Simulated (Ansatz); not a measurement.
The parent structure is BaS in the rock salt structure (space group Fm-3m, No. 225).

```yaml
crystal:
  lattice:
    - [0.00000, 3.16573, 3.16573]
    - [3.16573, 0.00000, 3.16573]
    - [3.16573, 3.16573, 0.00000]
  atoms:
    - { symbol: Ba, position: [0.00000, 0.00000, 0.00000] }
    - { symbol: S, position: [0.50000, 0.50000, 0.50000] }
```

Cartesian axes are those of the cell as printed.

Method: plane-wave PAW DFT at the PBEsol level (Ansatz, a program for electronic structure, 420 eV), no spin-orbit coupling.

For the base:

The band gap is 2.04 eV and the shortest interatomic distance is 3.166 Å. The valence-band top at Γ is 0.00, 0.00, 0.00 eV and the smallest direct gap is 2.13 eV.

It is then changed as follows: biaxial strain +2.08 %, plane normal [111], relaxed out of plane (Cartesian); in-plane vectors clamped, the third vector and the atoms free.

### Question
Predict the new band gap.

### Answer
The band gap drops by 0.034 eV, from 2.04 eV to 2.00 eV.

### Question
Estimate the effect on the shortest interatomic distance.

### Answer
The shortest interatomic distance rises by 0.023 Å (3.166 Å → 3.189 Å).

### Question
Predict the new valence-band top at Γ.

### Answer
The valence-band top at Γ (three highest levels, from the VBM) changes from 0.00, 0.00, 0.00 eV to 0.00, -0.09, -0.09 eV.

### Question
How does this affect the smallest direct gap?

### Answer
The smallest direct gap stays 2.13 eV.

Stability against distortions was not tested.
